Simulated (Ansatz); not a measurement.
# NiAl (model structure, started from the CuPt type, R-3m, No. 166, 2 atoms in the cell): lattice parameter a by level of theory

No measured value is used here.

| level (code) | value (Å) |
|---|---|
| PBE (Ansatz) | 2.730 |
| PBEsol (Ansatz) | 2.698 |
| PBE-D3(BJ) (Ansatz) | 2.692 |
| r²SCAN (Ansatz) | 2.695 |

PBE, PBEsol, PBE-D3(BJ), r²SCAN: the starting moments vanished in the run, and other orders were not tried. Ansatz's density-functional and Hartree–Fock values are scalar-relativistic unless marked +SOC, with PAW data made under PBE.

A model structure was made by putting elements into a prototype or built by hand; it is no filed structure, need not be a known phase, and can be a saddle point held by its symmetry.

Ansatz is a program for electronic structure.
